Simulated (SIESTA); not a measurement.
Worked example: self-consistent single point of NbCo3 (Pm-3m, 4 atoms in the cell) in SIESTA.

Computed with GGA PBEsol, numerical atomic orbitals DZP, PseudoDojo PBEsol standard norm-conserving potentials (rewritten from UPF to PSML) in SIESTA 5.4.2.

```xyz
4
Lattice="3.5599 0.0000 0.0000 0.0000 3.5599 0.0000 0.0000 0.0000 3.5599" Properties=species:S:1:pos:R:3 pbc="T T T"
Nb     0.0000     0.0000     0.0000
Co     1.7800     1.7800     0.0000
Co     0.0000     1.7800     1.7800
Co     1.7800     0.0000     1.7800
```

Reference input (self-consistent single point, DFT, GGA PBEsol, numerical atomic orbitals DZP, PseudoDojo PBEsol standard norm-conserving potentials (rewritten from UPF to PSML)): XC.functional = GGA; XC.authors = PBEsol; potentials = PseudoDojo PBEsol standard; PAO.BasisSize = DZP; PAO.EnergyShift = 0.01 Ry; MeshCutoff = 300 Ry; kgrid.MonkhorstPack = 9 9 9; OccupationFunction = FD; ElectronicTemperature = 1160.45 K; MaxSCFIterations = 150; SCF.Mixer.Method = Broyden; SCF.Mixer.Weight = 0.25. This run's input differs from it in these lines:

```diff
@@ -34,4 +34,5 @@
 %endblock kgrid.MonkhorstPack
-OccupationFunction           FD
-ElectronicTemperature        1160.45 K
+OccupationFunction           MP
+OccupationMPOrder            1
+ElectronicTemperature        2320.9 K
```

Output (repeated stretches shortened):

```
        iscf     Eharris(eV)        E_KS(eV)     FreeEng(eV)     dDmax    Ef(eV) dHmax(eV)
   scf:    1   -14109.266576   -14154.216936   -14154.211627  1.647651 -2.326594 13.395709
   scf:    2   -14148.778917   -14161.085810   -14161.076558  0.846562 -4.386347 11.042084
   scf:    3   -14164.319350   -14165.735648   -14165.726373  0.205199 -3.855671  3.415394
   scf:    4   -14166.858779   -14166.553123   -14166.543582  0.210621 -4.440140  0.162319
   scf:    5   -14166.559594   -14166.557470   -14166.548352  0.014291 -4.456002  0.072400
   [... 11 lines left out ...]
   scf:   17   -14166.558050   -14166.558053   -14166.549055  0.000115 -4.462293  0.004821
   scf:   18   -14166.558053   -14166.558053   -14166.549056  0.000081 -4.462307  0.002086
   scf:   19   -14166.558054   -14166.558054   -14166.549056  0.000031 -4.462318  0.000597
   scf:   20   -14166.558054   -14166.558054   -14166.549056  0.000010 -4.462328  0.000228
SCF Convergence by DM+H criterion
max |DM_out - DM_in|         :     0.0000099404
max |H_out - H_in|      (eV) :     0.0002279466
SCF cycle converged after 20 iterations

Using DM_out to compute the final energy and forces

siesta: E_KS(eV) =           -14166.5581

siesta: E_KS - E_eggbox =    -14166.5581

siesta: Atomic forces (eV/Ang):
     1   -0.000000   -0.000000   -0.000000
     2   -0.000000   -0.000000   -0.000000
     3   -0.000000   -0.000000    0.000000
     4   -0.000000   -0.000000    0.000000
   Tot   -0.000000   -0.000000    0.000000
   Max    0.000000
   Res    0.000000    sqrt( Sum f_i^2 / 3N )
   Max    0.000000    constrained

Stress tensor Voigt[x,y,z,yz,xz,xy] (kbar):      -21.29      -21.29      -21.29        0.00        0.00        0.00
(Free)E + p*V (eV/cell)   -14165.9496
   [... lines left out ...]
siesta: FreeEng =    -14166.549056
   [... lines left out ...]
siesta:    -0.013287    0.000000    0.000000
siesta:     0.000000   -0.013287    0.000000
siesta:     0.000000    0.000000   -0.013287

siesta: Cell volume =         45.114252 Ang**3

siesta: Pressure (static):
siesta:                Solid            Molecule  Units
siesta:           0.00014471          0.00014471  Ry/Bohr**3
siesta:           0.01328680          0.01328680  eV/Ang**3
siesta:          21.28780589         21.28780344  kBar
```

The run converged in 20 iterations. Against the reference run the free energy goes up by 16.9 meV/atom and the pressure goes from 2.55 to 2.13 GPa.

The starting cell comes from a database of computed structures (which also holds hypothetical and non-ambient phases and stackings), without a prior relaxation at this level. Its lattice was rescaled by a random factor within 2.5 % of one. Spin polarisation is off. Values carry the incompleteness of an atom-centred basis.

Cost on one core of a shared machine: roughly 2 min.
